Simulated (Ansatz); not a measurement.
The structure below was relaxed with Ansatz (a quantum-chemistry and plane-wave program), PBE, PAW, cutoff 420 eV, no spin-orbit coupling, earlier PAW set.

```
ZnInAgO4
1.0
    1.78453     1.03030     8.36647
   -1.78453     1.03030     8.36647
    0.00000    -2.06060     8.36647
In Ag Zn O
1 1 1 4
Direct
  0.99978   0.99978   0.99978
  0.21267   0.21267   0.21267
  0.78420   0.78420   0.78420
  0.13083   0.13083   0.13083
  0.87356   0.87356   0.87356
  0.29436   0.29436   0.29436
  0.70460   0.70460   0.70460
```

Problem. Find the space group and the Wyckoff positions.

Solution. Space group R3m, hexagonal axes (No. 160); a = b = 3.569 Å, c = 25.099 Å, α = β = 90.00°, γ = 120.00°

| atom | site | symmetry | x | y | z |
|---|---|---|---|---|---|
| In | 3a | 3m | 0.0000 | 0.0000 | 0.0002 |
| Ag | 3a | 3m | 0.0000 | 0.0000 | 0.7873 |
| Zn | 3a | 3m | 0.0000 | 0.0000 | 0.2158 |
| O | 3a | 3m | 0.0000 | 0.0000 | 0.8692 |
| O | 3a | 3m | 0.0000 | 0.0000 | 0.1264 |
| O | 3a | 3m | 0.0000 | 0.0000 | 0.7056 |
| O | 3a | 3m | 0.0000 | 0.0000 | 0.2954 |

Problem. Describe the coordination.

Solution. The crystal has 21 atoms in its conventional cell. Cell: a = 3.5691 Å, b = 3.5691 Å, c = 25.0994 Å, α = 90.00°, β = 90.00°, γ = 120.00°. In has 6 O at 2.272–2.279 Å (octahedral). Ag sees 5 O at 2.050–2.066 Å (trigonal bipyramidal). Zn is surrounded by 4 O at 1.998–2.087 Å and 1 O at 2.243 Å (trigonal bipyramidal). O1 is surrounded by 1 Ag at 2.054 Å and 3 Zn at 2.087 Å (tetrahedral). O2 is surrounded by 3 Ag at 2.066 Å and 1 Zn at 2.243 Å. O3 is coordinated by 1 Ag at 2.050 Å and 3 In at 2.279 Å (tetrahedral). O4 is surrounded by 1 Zn at 1.998 Å and 3 In at 2.272 Å (tetrahedral). (Neighbours: up to the widest gap in distance over summed covalent radii, below 1.35, at either atom; cation-cation and far metal-metal contacts left out.)

Stability against distortions was not tested. No Hubbard U is applied, and correlation can decide whether such a compound is a metal. The final runs are not spin-polarised. The cell was made from ZnInGaO4 by this change: Ga → Ag; the result is a hypothetical phase, not in the database extracts checked.
